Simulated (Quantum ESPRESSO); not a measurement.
## One base run on Y (P6_3/mmc, 4 atoms in the cell) and variants with one or two settings moved

```
CELL_PARAMETERS angstrom
      3.56618     0.00000     0.00000
     -1.78309     3.08840     0.00000
      0.00000     0.00000    11.47420
ATOMIC_POSITIONS crystal
  Y  0.00000 0.00000 0.00000
  Y  0.00000 0.00000 0.50000
  Y  0.33333 0.66667 0.25000
  Y  0.66667 0.33333 0.75000
```

Base run A: Quantum ESPRESSO 7.5 with PBE, PSlibrary PAW (PBE) pseudopotentials, self-consistent single point.

Its settings: ecutwfc = 45 Ry; ecutrho = 315 Ry; occupations = smearing; smearing = mp; degauss = 0.0147 Ry; potentials = {Y: Y.pbe-spn-kjpaw_psl.1.0.0.UPF}; K_POINTS = automatic 12 12 3 0 0 0; conv_thr = 1e-09 Ry; mixing_beta = 0.7.

The starting cell was generated: these elements placed on a structure prototype, without a prior relaxation; it need not be a known phase or ordering of this composition. Its lattice was rescaled by a random factor within 2.5 % of one.

ΔF is the free energy per atom less that of run A. A dash stands where there is no value to compare (another energy zero or no entropy term, no result, no spin, no clean gap, or a mesh too coarse for one). Total energies depend on the potentials, the functional and any Hubbard or dispersion term, so they are compared only between runs that share all of them.

Run A gave: pressure (GPa) 0.99; k-points 38.

Runs:
- B: input_dft: default → vdw-df-cx [vdW-DF-cx]
- C: ecutwfc: 45 Ry → 58 Ry; ecutrho: 315 Ry → 406 Ry
- D: conv_thr: 1e-09 Ry → 0.00073 Ry
- E: K_POINTS: automatic 12 12 3 0 0 0 → automatic 6 6 2 0 0 0
- F: degauss: 0.0147 Ry → 0.0073499 Ry; K_POINTS: automatic 12 12 3 0 0 0 → automatic 17 17 5 0 0 0
- G: nbnd: default → 26
- H: ecutrho: 315 Ry → 450 Ry
- I: nosym: default → true
- J: mixing_beta: 0.7 → 0.3
- K: mixing_ndim: default → 16
- L: occupations: smearing → tetrahedra_lin; smearing: mp → default; degauss: 0.0147 Ry → default

Question: What does run B change against A?

Answer: The pressure goes from 0.99 to -1.07 GPa.

```json
[
 {"run": "A", "ΔF (meV/atom)": "0.00", "pressure (GPa)": "0.99", "k-points": "38"},
 {"run": "B", "ΔF (meV/atom)": "–", "pressure (GPa)": "-1.07", "k-points": "38"},
 {"run": "C", "ΔF (meV/atom)": "-10.2", "pressure (GPa)": "0.95", "k-points": "38"},
 {"run": "D", "ΔF (meV/atom)": "0.91", "pressure (GPa)": "1.12", "k-points": "38"},
 {"run": "E", "ΔF (meV/atom)": "-4.9", "pressure (GPa)": "0.86", "k-points": "14"},
 {"run": "F", "ΔF (meV/atom)": "-0.37", "pressure (GPa)": "1.01", "k-points": "99"},
 {"run": "G", "ΔF (meV/atom)": "0.00", "pressure (GPa)": "0.99", "k-points": "38"},
 {"run": "H", "ΔF (meV/atom)": "0.00", "pressure (GPa)": "0.99", "k-points": "38"},
 {"run": "I", "ΔF (meV/atom)": "0.00", "pressure (GPa)": "0.99", "k-points": "218"},
 {"run": "J", "ΔF (meV/atom)": "0.00", "pressure (GPa)": "0.99", "k-points": "38"},
 {"run": "K", "ΔF (meV/atom)": "0.00", "pressure (GPa)": "0.99", "k-points": "38"},
 {"run": "L", "ΔF (meV/atom)": "9.6", "pressure (GPa)": "1.10", "k-points": "38"}
]
```
